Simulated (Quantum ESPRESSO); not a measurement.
Quantum ESPRESSO is run on ZrC (P1, 2 atoms in the cell), and the run fails. The aim is a self-consistent single point with DFT, LDA (PZ), plane waves, GBRV 1.5 ultrasoft (LDA) pseudopotentials.

Cell that was meant: a = 3.3325 Å, b = 3.3325 Å, c = 3.3325 Å, α = 60.00°, β = 60.00°, γ = 60.00°.

Part of the input:

```fortran
/
&system
    ibrav = 0
    nat = 3
    ntyp = 2
    ecutwfc = 40
    ecutrho = 320
```

Output, abridged:

```
     This program is part of the open-source Quantum ESPRESSO suite
     for quantum simulation of materials; please cite

 %%%%%%%%%%%%%%%%%%%%%%%%%%%%%%%%%%%%%%%%%%%%%%%%%%%%%%%%%%%%%%%%%%%%%%%%%%%%%%
     Error in routine read_cards (3):
     wrong number of columns in ATOMIC_POSITIONS
 %%%%%%%%%%%%%%%%%%%%%%%%%%%%%%%%%%%%%%%%%%%%%%%%%%%%%%%%%%%%%%%%%%%%%%%%%%%%%%

     stopping ...
```

Task: Read the log: what does the program object to, and what is the fix?

Result: The fault is an atom count that does not match the list of atoms; here the program stops on it instead of giving results. To fix it, make the count match the list. The program stopped before any SCF iteration.

The sound input it was made from differs as follows (other fixes are possible):
```diff
-    nat = 3
+    nat = 2
```

With that input, the run converged in 11 iterations: free energy E − TS -1509.3786 eV; Fermi level (on the code's own zero) 14.62 eV; pressure -3.13 GPa; largest force (vector length) 2.180 eV/Å (DFT, LDA (PZ), plane waves, GBRV 1.5 ultrasoft (LDA) pseudopotentials).

On the sound input: the starting cell comes from a database of computed structures (which also holds hypothetical and non-ambient phases and stackings), without a prior relaxation at this level. Its atoms were displaced at random from the sites of space group no. 225. With a pressure of about -3 GPa the cell is away from its equilibrium volume at this level. Forces in this geometry exceed 1 eV/Å.
